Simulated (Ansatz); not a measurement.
Results of PBEsol+SOC (Ansatz, a quantum-chemistry and plane-wave program, plane waves, PAW) for CdSiN₂ (model structure, started from the MgZrN2 type, I4₁/amd, No. 141, 8 atoms in the cell).

Run with plane-wave cutoff 520 eV, 18×18×18 k mesh, Fermi–Dirac smearing 0.05 eV, PAW data made under PBE.

Cell (relaxed with PBEsol):

CdN₂Si has the tetragonal space group I4₁/amd, origin choice 1 (No. 141), Pearson symbol tI16. Lattice parameters: a = b = 4.376 Å, c = 8.750 Å, α = β = γ = 90.00°. Cd on 4b is surrounded by 4 N at 2.224 Å and 2 N at 2.587 Å. Si on 4a sees 2 N at 1.788 Å and 4 N at 2.224 Å. N on 8e sees 1 Si at 1.788 Å and 2 Si at 2.224 Å and 2 Cd at 2.224 Å and 1 Cd at 2.587 Å. (Neighbours: up to the widest gap in distance over summed covalent radii, below 1.35, at either atom; cation-cation and far metal-metal contacts left out.)
(The calculation used a cell of 8 atoms; values per cell refer to that cell.)

### Question
Give the computed band gap.

### Answer

* **band gap**: 0.90 eV (on the SCF k mesh)

Note: the relaxation could raise the start's symmetry but not lower it, so the cell can be a saddle point.

Computed values are for the static lattice.

It cost about 4 core-minutes (a rough figure) of CPU time.

A model structure was made by putting elements into a prototype or built by hand; it is no filed structure, need not be a known phase, and can be a saddle point held by its symmetry.
